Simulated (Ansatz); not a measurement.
# Several settings converged on a (001) slab of HfPd2 (cut from a parent of space group no. 139; 6 atoms in the cell)

```
CELL_PARAMETERS angstrom
      3.38906     0.00000     0.00000
      0.00000     3.38906     0.00000
      0.00000     0.00000    21.14111
ATOMIC_POSITIONS crystal
  Hf 0.00000 0.00000 0.60274
  Pd 0.00000 0.00000 0.33111
  Pd 0.50000 0.50000 0.66889
  Hf 0.50000 0.50000 0.39726
  Pd 0.50000 0.50000 0.53658
  Pd 0.00000 0.00000 0.46341
```

Base method: PBEsol, default PAW files made with PBE (plane waves; Ansatz, a program for electronic structure).

Base settings: basis.ecutwfc = 30.9 Ry; kpoints.mp_grid.grid = 9 9 1; hamiltonian.xc = pbesol; hamiltonian.pseudopotentials = {kind: paw} (the program's default PAW files); scf.occupations.method = fermi_dirac; scf.occupations.width = 0.0073 Ry.

The count of work is k-points × plane waves × bands × iterations; it is no time. 

**The vacuum**

The mesh stays at the base's, so the ladder's end is converged at best in this setting alone.

Only quantities that move along the ladder and can be compared are tabulated.

```tsv
vacuum between outermost atoms (Å)	free energy less the last step's (meV/atom)	largest difference of a force vector from the last step's (eV/Å)	count of work / last
3.0	-163.46	0.685	0.25
4.0	-39.13	0.257	0.27
5.0	-2.03	0.066	0.32
6.0	1.17	0.016	0.32
7.0	0.61	0.007	0.31
8.0	0.23	0.003	0.41
10.0	0.02	0.000	0.46
12.0	0.01	0.000	0.51
14.0	0.00	0.000	0.57
17.0	0.00	0.000	0.65
20.0	0.00	0.000	0.73
25.0	0.00	0.000	0.86
30.0	0.00	0.000	1.0
```

Smallest vacuum between outermost atoms (Å) that holds the free energy within 5 meV/atom of the last step, with all finer ones: 5.0, at 0.32 of the last step's count of work; the step before is off by 39 meV/atom.

Smallest vacuum between outermost atoms (Å) that holds the forces within 0.01 eV/Å of the last step, with all finer ones: 7.0, at 0.31 of the last step's count of work; the step before is off by 0.016 eV/Å.

**The plane-wave cutoff**

The mesh stays at the base's, so the ladder's end is converged at best in this setting alone.

Only quantities that move along the ladder and can be compared are tabulated.

| basis.ecutwfc | free energy less the last step's (meV/atom) | largest difference of a force vector from the last step's (eV/Å) | count of work / last |
|---|---|---|---|
| 15.4 Ry | 7150.80 | 0.425 | 0.12 |
| 18.4 Ry | 1557.66 | 0.142 | 0.17 |
| 21.7 Ry | 216.45 | 0.088 | 0.21 |
| 26.1 Ry | 8.67 | 0.004 | 0.28 |
| 30.9 Ry | 2.10 | 0.002 | 0.36 |
| 37.1 Ry | 0.68 | 0.001 | 0.47 |
| 46.3 Ry | 0.34 | 0.000 | 0.65 |
| 61.7 Ry | 0.00 | 0.000 | 1.0 |

Coarsest basis.ecutwfc that holds the free energy within 5 meV/atom of the last step, with all finer ones: 30.9 Ry, at 0.36 of the last step's count of work; the step before is off by 8.7 meV/atom.

Coarsest basis.ecutwfc that holds the forces within 0.02 eV/Å of the last step, with all finer ones: 26.1 Ry, at 0.28 of the last step's count of work; the step before is off by 0.088 eV/Å.

On the base run: the starting cell comes from a database of computed structures (which also holds hypothetical and non-ambient phases and stackings), without a prior relaxation at this level. The slab is cut from that crystal, and its faces are unrelaxed. Its lattice was rescaled by up to half a per cent. Spin polarisation is off.

Keys are those of Ansatz 0.2.
